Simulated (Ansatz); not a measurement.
**Y2N (model structure, started from the CdI2 type, P-3m1, No. 164, 3 atoms in the cell): properties by level of theory**

| level (code) | lattice parameter a (Å) | lattice parameter c (Å) | bulk modulus B0 (GPa) | cohesive energy (eV/atom) |
|---|---|---|---|---|
| LDA (Ansatz) | 3.427 | ___ | ___ | ___ |
| PBE (Ansatz) | 3.511 | 5.975 | 73.5 | 5.60 |
| PBEsol (Ansatz) | ___ | 5.928 | 76.6 | 6.05 |
| r²SCAN (Ansatz) | ___ | 5.963 | ___ | 5.52 |

Some entries are withheld; supply them.


- LDA (Ansatz, a quantum-chemistry and plane-wave program), lattice parameter c (Å): 5.886
- LDA (Ansatz), bulk modulus B0 (GPa): 79.8
- LDA (Ansatz), cohesive energy (eV/atom): 6.52
- PBEsol (Ansatz), lattice parameter a (Å): 3.464
- r²SCAN (Ansatz), lattice parameter a (Å): 3.514
- r²SCAN (Ansatz), bulk modulus B0 (GPa): 78.4

Caveats: the bulk modulus is −V dP/dV from two relaxed cells at ±2 % in volume (LDA, PBE, PBEsol, r²SCAN). Ansatz's density-functional and Hartree–Fock values are scalar-relativistic unless marked +SOC, with PAW data made under PBE.

Free atoms are spin-polarised, in the lowest state found; at levels without +SOC their spin–orbit coupling is left out.

Static lattice: no zero-point or thermal effects.

A model structure was made by putting elements into a prototype or built by hand; it is no filed structure, need not be a known phase, and can be a saddle point held by its symmetry.
